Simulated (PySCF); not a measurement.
PySCF 2.14.0, TPSSH/def2-svp, df: Y(NH2)(OSiH3)2 ([NH2][Y]([O][SiH3])[O][SiH3]), 14 atoms. The geometry is a generated start, not checked to be a minimum at this level.

```yaml
task: energy
method: tpssh
basis: def2-svp
two_electron_scheme: density fitting
mol.max_memory: 3000 MB
mf.max_cycle: 100
mf.init_guess: minao (default)
mf.DIIS: CDIIS (default)
mf.diis_space: 8 (default)
mf.conv_tol: 1e-09 (default)
mf.grids.level: 3 (default)
effective_core_potentials: those of the basis set, past Kr
basis_functions: 149
grid_points: 180768
```

```xyz
14

Y      0.0151     0.4797     0.5882
N     -0.2116     0.7005     2.6402
H      0.1511     0.0335     3.3173
H     -0.9655     1.2136     3.0931
O      0.9135    -1.1949    -0.0537
Si     1.9140    -2.4479     0.0748
H      3.2984    -1.9483     0.1747
H      1.7410    -3.2719    -1.1249
H      1.5825    -3.2137     1.2908
O     -1.3978     1.2805    -0.5997
Si    -1.6945     1.9375    -2.0392
H     -0.6409     2.9353    -2.3368
H     -3.0034     2.5923    -1.9390
H     -1.7017     0.9040    -3.0857
```

Charge 0 and multiplicity 1 are set for this test and not shown to be the ground state.

One run each on 2 threads, 1 BLAS thread. Values of level_shift (Hartree) tried: 0 (default), 0.1, 0.3, 1.

Q: How does the count of Fock builds change with level_shift (Hartree), and where is it least?

A: Fewest Fock builds, within one of each other: 0 (default) with 15, 0.1 with 14. The count rises to 50 at 1. All converge to one solution.

| level_shift (Hartree) | Fock builds | end |
|---|---|---|
| 0 (default) | 15 | same solution |
| 0.1 | 14 | same solution |
| 0.3 | 21 | same solution |
| 1 | 50 | same solution |
